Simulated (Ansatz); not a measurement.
The parent structure is MgSe in the rock salt structure (space group Fm-3m, No. 225).

```cif
data_Mg4Se4
_chemical_formula_sum 'Mg4 Se4'
_space_group_name_H-M_alt 'Fm-3m'
_space_group_IT_number 225
_space_group_name_Hall '-F 4 2 3'
_cell_length_a 5.39130
_cell_length_b 5.39130
_cell_length_c 5.39130
_cell_angle_alpha 90.000
_cell_angle_beta 90.000
_cell_angle_gamma 90.000
loop_
_atom_site_label
_atom_site_type_symbol
_atom_site_symmetry_multiplicity
_atom_site_Wyckoff_symbol
_atom_site_fract_x
_atom_site_fract_y
_atom_site_fract_z
_atom_site_occupancy
Mg1 Mg 4 a 0.00000 0.00000 0.00000 1
Se1 Se 4 b 0.50000 0.50000 0.50000 1
```
(The calculation used a cell of 2 atoms; values per cell refer to that cell.)

Computed with plane-wave PAW DFT at the LDA level (Ansatz, a first-principles code, 420 eV), spin-orbit coupling left out.

Strains are applied to the cell and any free atomic positions relax.

One change was made to it. Results:

The width of the top valence band falls by 0.22 eV, from 2.68 eV to 2.46 eV; the mean gap deformation potential ΔEg/Δln V comes out as -1.6 eV.

Q: Which of these changes matches the shifts?
(A) isotropic strain +2.50 %
(B) isotropic strain +1.00 %
(C) isotropic strain −2.50 %

A: A, isotropic strain +2.50 %. For comparison, the width of the top valence band in the other runs: isotropic strain −2.50 % gives 2.93 eV; isotropic strain +1.00 % gives 2.59 eV.

No phonon test of stability was made.
